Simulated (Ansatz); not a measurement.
**Band gap of LuAlO3 (Pnma, No. 62, 20 atoms in the cell; start mp-755574) at several levels of theory**

No measured value is used here.

| level (code) | value (eV) |
|---|---|
| LDA (Ansatz) | 5.85 |
| PBEsol (Ansatz) | 5.85 |
| PBEsol+SOC (Ansatz) | (withheld) |
| HSE06 (Ansatz) | 7.79 |

Question: Complete the blanks.

Answer: 
- PBEsol+SOC (Ansatz, a program for electronic structure), value (eV): 5.80 (direct)

Computed values are for a static lattice. Spin–orbit coupling is included only where a level's name says +SOC; with heavier elements it mostly lowers gaps and can invert bands.  Values are at the PBEsol cell. Cutoffs and k meshes differ between the levels. Ansatz's density-functional and Hartree–Fock values are scalar-relativistic unless marked +SOC, with PAW data made under PBE.

A start named mp-… is a Materials Project structure, which need not be a measured phase.
